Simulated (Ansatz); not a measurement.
Input and output of a self-consistent single point for Ge (Fd-3m, 2 atoms in the cell) (Ansatz, a first-principles code)

Method: PBE (plane waves, PAW; Ansatz).

This input was run:

Ansatz 0.2 input:
```yaml
# Ge
crystal:
  lattice:
    - [0.000000, 2.843145, 2.843145]
    - [2.843145, 0.000000, 2.843145]
    - [2.843145, 2.843145, 0.000000]
  atoms:
    - { symbol: Ge, position_ang: [0.000000, 0.000000, 0.000000] }
    - { symbol: Ge, position_ang: [1.421572, 1.421572, 1.421572] }
basis:
  ecutwfc: 420.0
kpoints:
  mp_grid:
    grid: [8, 8, 8]
hamiltonian:
  xc: pbe
  pseudopotentials:
    kind: paw
scf:
  occupations:
    method: fermi_dirac
    width: 0.01
output:
  forces: true
  eigenvalues: true
  stress: true
```

Output (repeated stretches shortened):

```
WARN ansatz: RAYON_NUM_THREADS=1 ignored (pool sized by the plan → 1); use --threads N
Pseudopotentials: kind: paw
Pseudopotential: Ge, paw, valence charge 14
Crystal: 2 atoms, lattice volume = 45.965 Å³
Basis set: ecut = 420 eV, 893 PW (Γ), exchange–correlation on 54×54×54 points (8 copies of the dense FFT grid, shifted against one another)
Bands: 18, of which v1, the nominal top of the filled ones, is band 14 counted from 1 (13 counted from 0)
Symmetry: 48 space group operations
Space group: Fd-3m (ITA 227), of the structure as read, at distance tolerance 3.6e-5 Å
k-points: 29 of 512
Initial density: superposition of atomic densities (neutral atoms: chi_scale 0, normalization atom), corrected by the library's trained network
Initial wavefunctions: pseudopotential atomic-orbital guess
Eigensolver: davidson
Functional: x = pbe(κ = 0.804, μ = 0.2195149727645171), c = pbe(β = 0.06672455060314922)
SCF iter   1: F=—  HF=-8589.943241 eV  |F-HF|=—  |Δ(HF+E_count)|=         —  Δρ=1.36e-3  dr2=8.95e-4  ethr=1.77e-3  ⟨swp⟩=6.0  Hψ=2436  notcnv=0
all-band conjugate gradients solve this SCF's bands
preconditioner: auto → none
SCF iter   2: F=—  HF=-8589.942985 eV  |F-HF|=—  |Δ(HF+E_count)|=   2.56e-4  Δρ=8.11e-4  dr2=1.85e-4  ethr=3.20e-6  ⟨swp⟩=2.0  Hψ=1276  notcnv=0
SCF iter   3: F=—  HF=-8589.942989 eV  |F-HF|=—  |Δ(HF+E_count)|=   4.14e-6  Δρ=2.70e-4  dr2=2.37e-5  ethr=6.60e-7  ⟨swp⟩=2.0  Hψ=1042  notcnv=0
SCF iter   4: F=—  HF=-8589.943018 eV  |F-HF|=—  |Δ(HF+E_count)|=   2.87e-5  Δρ=7.72e-5  dr2=2.24e-6  ethr=8.48e-8  ⟨swp⟩=2.0  Hψ=683  notcnv=0
iter 5 did not close the SCF: its close was put off for the readings that it lacked (scf_convergence_deferred on its scf_iter line)
SCF iter   5: F=-8589.943020 eV  HF=-8589.943020 eV  |F-HF|=4.84e-10  |Δ(HF+E_count)|=   2.57e-6  Δρ=8.68e-6  dr2=1.94e-8  ethr=8.00e-9  ⟨swp⟩=2.0  Hψ=929  notcnv=0
SCF iter   6: F=-8589.943020 eV  HF=-8589.943020 eV  |F-HF|=1.41e-9  |Δ(HF+E_count)|=   2.16e-8  Δρ=1.79e-6  dr2=7.18e-10  ethr=6.91e-11  ⟨swp⟩=2.0  Hψ=1651  notcnv=0
SCF 1 converged in 6 iterations: F = -8589.943020 eV  dr2 = 7.18e-10
SCF converged after 6 iterations
Free energy (F): -8589.943020 eV
Harris-Foulkes:  -8589.943020 eV  (|F-HF|=1.41e-9)
Internal energy: -8589.942946 eV  (E = F + TS)
E sigma→0 (E₀):  -8589.942983 eV
Entropy (-TS):   -0.000075 eV (-0.037 meV/atom)
Fermi energy:    8.387278 eV
--- Per-component energies (eV) ---
  E_band       = -303.083345
  E_kinetic    = 222.824967
  E_local      = -4962.637265  (includes V_loc(G=0)·N_el)
  E_nonlocal   = 837.012166
  E_hartree    = 2177.348232
  E_xc         = -151.098515
  E_vxc        = -129.162415  (∫ρ·V_xc dr)
  E_paw        = -4039.712247  (= ΣΔE_a)
  E_vpaw       = -625.819544  (= ΣTr[D̂ρ^β])
  E_aug_tail   = 0.000533  (compensation charges beyond the density's cutoff)
  E_ewald      = -2673.680817
  E_smearing   = -0.000075  (= −TS)
  E_closure    = 0.000000  (closes the sum)
  Σ components = -8589.943020   (vs F -8589.943020, Δ=0.00e0)
--- Forces (eV/Å), atoms counted from 1 ---
  atom   1  Ge    -0.00000000    -0.00000000     0.00000000
  atom   2  Ge    -0.00000000    -0.00000000     0.00000000
  max |Σ_I F_I| component: 7.40e-17 eV/Å
--- Stress (GPa, compression-positive) ---
        2.556197       0.000000       0.000000
        0.000000       2.556197       0.000000
       -0.000000       0.000000       2.556197
  P = ⅓ Tr σ = 2.5562 GPa (25.562 kbar)
  The stress holds the Pulay correction. Without it, at fixed plane waves, as pw.x and ABINIT print it: P = 2.5302 GPa
--- Band table (eV; the first three rows and the last of 29) ---
  k-point 0: bands = ["-16.3990", "-16.3990", "-16.3990", "-16.3646", "-16.3646", "-16.1609", "-16.1609", "-16.1609", "-16.1493", "-16.1493", "-4.2793", "8.2736", "8.3803", "8.3803", "8.3803", "10.9224", "10.9224", "10.9224"]
  k-point 1: bands = ["-16.4069", "-16.4069", "-16.3966", "-16.3536", "-16.3536", "-16.1730", "-16.1730", "-16.1638", "-16.1390", "-16.1390", "-4.0917", "6.0037", "8.0519", "8.0519", "9.3501", "11.3628", "11.3628", "11.8200"]
  k-point 2: bands = ["-16.4166", "-16.4166", "-16.3907", "-16.3371", "-16.3371", "-16.1865", "-16.1865", "-16.1707", "-16.1290", "-16.1290", "-3.5478", "3.6822", "7.5133", "7.5133", "8.9996", "11.9889", "11.9889", "13.9263"]
  k-point 28: bands = ["-16.4450", "-16.4450", "-16.3084", "-16.3084", "-16.2617", "-16.2617", "-16.2308", "-16.2308", "-16.0971", "-16.0971", "-0.3563", "-0.3563", "4.5484", "4.5484", "12.6405", "12.6405", "13.0845", "13.0845"]
```

The run converged in 6 iterations.

The starting cell has typed, rounded lattice constants, without a prior relaxation at this level. Its lattice was rescaled by up to half a per cent. Ansatz's pressure includes its estimate of the finite-basis (Pulay) stress.
